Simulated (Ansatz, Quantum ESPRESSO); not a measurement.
Mo3Si (Pm-3n, 8 atoms in the cell) computed with different codes at matched settings

Self-consistent single point.

```
CELL_PARAMETERS angstrom
      4.93890     0.00000     0.00000
      0.00000     4.93890     0.00000
      0.00000     0.00000     4.93890
ATOMIC_POSITIONS crystal
  Si 0.50000 0.50000 0.50000
  Si 0.00000 0.00000 0.00000
  Mo 0.25000 0.00000 0.50000
  Mo 0.50000 0.25000 0.00000
  Mo 0.50000 0.75000 0.00000
  Mo 0.75000 0.00000 0.50000
  Mo 0.00000 0.50000 0.75000
  Mo 0.00000 0.50000 0.25000
```

Shared settings, as Ansatz (a first-principles code) writes them: kpoints.mp_grid.grid = 5 5 5; magnetization.spin_orbit = true; scf.occupations.method = gaussian; scf.occupations.width = 0.0147 Ry. Potentials and cutoffs stand in the table.

| code | model | pressure (GPa) | cutoff |
|---|---|---|---|
| Ansatz | PBE with spin-orbit coupling, PAW files | -5.17 | 30.9 Ry |
| Quantum ESPRESSO | PBE, spin-orbit coupling, PseudoDojo fully relativistic norm-conserving (PBE) pseudopotentials | -4.76 | 80 Ry |

The spread over the programs that give each value: pressure within 0.41 GPa.

Ansatz's pressure is given at a fixed set of plane waves, as the other plane-wave codes print theirs; with its correction for the finite basis it is -5.13 GPa.

The starting cell has typed, rounded lattice constants, without a prior relaxation at this level. Its lattice was rescaled by a random factor within 2.5 % of one.

Left out of this page: Elk and SIESTA (not drawn, or without a comparable value).

Keys are those of Ansatz 0.2.
